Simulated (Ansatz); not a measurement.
Ansatz (a first-principles code) is run on SiNi2 (Pnma, 12 atoms in the cell), and the run fails. The aim is a self-consistent single point with DFT, PBE, plane waves, default PAW files.

Cell that was meant: a = 4.8707 Å, b = 3.6311 Å, c = 6.8620 Å, α = 90.00°, β = 90.00°, γ = 90.00°.

Part of the input:

Ansatz 0.2 input:
```yaml
  spin_polarized: true
scf:
  occupations: { method: fermi_dirac, width: 0.1 }
  max_iter: 40
  convergence: { dr2_threshold: 1.0e-22 eV }
output:
  forces: true
  eigenvalues: true
```

Output, abridged:

```
SCF iter   1: F=—  HF=-49258.948172 eV  |F-HF|=—  |Δ(HF+E_count)|=         —  Δρ=2.50e-1 (↑2.50e-1 ↓1.57e-1)  dr2=8.54e0  dr2_m=4.54e1  M=1.923 μB ∫|m|=2.692 μB  β_m=0.30  ethr=3.10e-3  ⟨swp⟩=5.3  Hψ=8963  notcnv=0  defer=94
Mixer restart at iter 1: flushing history
all-band conjugate gradients solve this SCF's bands
preconditioner: auto → Kerker (q_TF=auto, 2.857 Å⁻¹)
   [... lines left out ...]
SCF iter  39: F=—  HF=-49266.903380 eV  |F-HF|=—  |Δ(HF+E_count)|=  7.28e-12  Δρ=1.06e-10 (↑1.06e-10 ↓9.68e-11)  dr2=2.41e-17  dr2_m=1.84e-19  M=-0.000 μB ∫|m|=0.000 μB  β_m=0.58  ethr=1.00e-12  ⟨swp⟩=1.0  Hψ=5184  notcnv=0
SCF iter  40: F=—  HF=-49266.903380 eV  |F-HF|=—  |Δ(HF+E_count)|=  1.46e-11  Δρ=3.86e-11 (↑3.86e-11 ↓3.29e-11)  dr2=4.09e-18  dr2_m=1.78e-20  M=-0.000 μB ∫|m|=0.000 μB  β_m=0.79  ethr=1.00e-12  ⟨swp⟩=1.0  Hψ=5184  notcnv=0
Error: did not converge after 40 iterations: dr2 = 4.09e-18 (threshold 1.00e-22), under the density mixer `msr1`, which `scf.mixing.algorithm: auto` chose by the deck's other keys (type `scf.mixing.algorithm: msr1` to keep it); raise `scf.max_iter`, which need not help a stalled SCF, or adjust the mixing (`scf.mixing`) or, under a smearing, its width (`scf.occupations.width`, in either direction: another width is another result); this SCF holds its density and magnetisation to the symmetry operations that it keeps, and cannot end on a state that breaks one of them: if the state sought breaks one, re-run with `crystal.symmetry.detect: false`, without [...]
```

Task: Diagnose the run.

Result: The fault is a threshold far tighter than needed, beside a limit on iterations. Each further decade of the residual costs iterations, and near the noise of double precision and of the grids the loop may never get there. To fix it, use a threshold that the task needs. The run ended unconverged after 40 iterations.

An input that runs soundly differs in these lines (not the only fix; some lines may just follow from the change or write a value another way):
```diff
-  max_iter: 40
-  convergence: { dr2_threshold: 1.0e-22 eV }
```

With that input, the run converged in 14 iterations: free energy E − TS (on the zero of these files) -49266.9034 eV; Fermi level (on the code's own zero) 18.92 eV; pressure 22.31 GPa; largest force (vector length) 0.457 eV/Å; size of the cell's spin moment 0.00 μB (DFT, PBE, plane waves, default PAW files).

On the sound input: the starting cell comes from a database of published, mostly measured structures (it also holds non-ambient and calculated ones), without a prior relaxation at this level. Its lattice was rescaled by a random factor within 2.5 % of one. The starting moments vanished: the run ended non-magnetic, which need not be the lowest state. The program warned that a starting moment was not kept. With a pressure of about 22 GPa the cell is away from its equilibrium volume at this level. Ansatz's pressure includes its estimate of the finite-basis (Pulay) stress.
